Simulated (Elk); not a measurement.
Elk is run on BaCa (Pm-3m, 2 atoms in the cell), and the run fails. The aim is a self-consistent single point with DFT, PBE, all-electron FP-LAPW, Elk's shipped species files, APW+lo basis with extra local orbitals.

Cell that was meant: a = 4.6217 Å, b = 4.6217 Å, c = 4.6217 Å, α = 90.00°, β = 90.00°, γ = 90.00°.

Part of the input:

```
  1
  0.0000000000  0.0000000000  0.0000000000    0.0 0.0 0.0
  'Ba.in'
  2
  0.5000000000  0.5000000000  0.5000000000    0.0 0.0 0.0
  0.5095400000  0.5047810000  0.4982150000    0.0 0.0 0.0

ngridk
  5 5 5
```

Log, with long lists cut:

```
│ Elk code version 10.2.4 started │

│ Current task : 0 │

Error(checkmt): muffin-tin radius too small for species    2 (Ba)
 Radius :   0.2224601530E-01
```

### Question
From the messages shown, name the fault and mend the input.

### Answer
The fault is one atom entered twice; here the program stops on it instead of giving results. To fix it, remove the duplicate atom. The program stopped before any SCF iteration.

The sound input it was made from differs as follows (other fixes are possible):
```diff
-  2
+  1
-  0.5095400000  0.5047810000  0.4982150000    0.0 0.0 0.0
```

With that input, the run converged in 15 iterations: total energy -240001.3319 eV; Fermi level (on the code's own zero) 4.36 eV (DFT, PBE, all-electron FP-LAPW, Elk's shipped species files, APW+lo basis with extra local orbitals).

On the sound input: the starting cell was generated: these elements placed on a structure prototype, without a prior relaxation; it need not be a known phase or ordering of this composition. Values depend on the basis (sphere radii, cutoffs, local orbitals), which need not be converged.
